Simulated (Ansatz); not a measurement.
Consider SnO₂ in the rutile structure (space group P4_2/mnm, No. 136; a = 4.760 Å, c = 3.201 Å). Axes: x, y, z lie along a, b, c of the conventional cell.

Computed with r2SCAN, PAW, 500 eV (Ansatz, a program for electronic structure; no spin-orbit coupling).

It is then changed as follows: the cell is compressed by 1.11 % along x with no lateral relaxation; the atoms relax in the strained cell.

Q: Predict the stress tensor and what it implies for the stiffness.

A: Stress of the strained cell less that of the base (GPa, compression positive):
```
   2.88    0.00    0.00
   0.00    2.03    0.00
   0.00    0.00    1.73
```

Then −Δσ_ii/ε with ε = -0.0111 gives relaxed-ion elastic constants: C11 ≈ 259 GPa, C12 ≈ 183 GPa and C13 ≈ 156 GPa.

Whether these cells are dynamically stable was not tested. The base started in Pnnm and relaxed to P4_2/mnm at this level.
